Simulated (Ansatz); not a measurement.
Input:

```
CELL_PARAMETERS angstrom
      3.06015     0.00000     0.00000
      1.53007     2.65017     0.00000
      1.53007    -0.88339     2.46671
ATOMIC_POSITIONS crystal
  Ti 0.00000 0.00000 0.00000
  C  0.00000 0.50000 0.50000
```

No spin polarisation.

Method: PBEsol/PAW in Ansatz (a first-principles code), without spin-orbit coupling. Γ-centred 23×23×23 mesh, Fermi–Dirac width 0.1 eV.

Task: Predict the in-plane stress and band gap.

Result: 
- Mean in-plane stress (compression positive) = -4.3 GPa
- Band gap = zero

The cells carry an imposed strain or load. Stability against distortions was not tested. The final runs are not spin-polarised. The cell was made from TiC in the rock salt structure (space group Fm-3m, No. 225) by this change: biaxial strain +0.80 %, plane normal [111], relaxed out of plane.
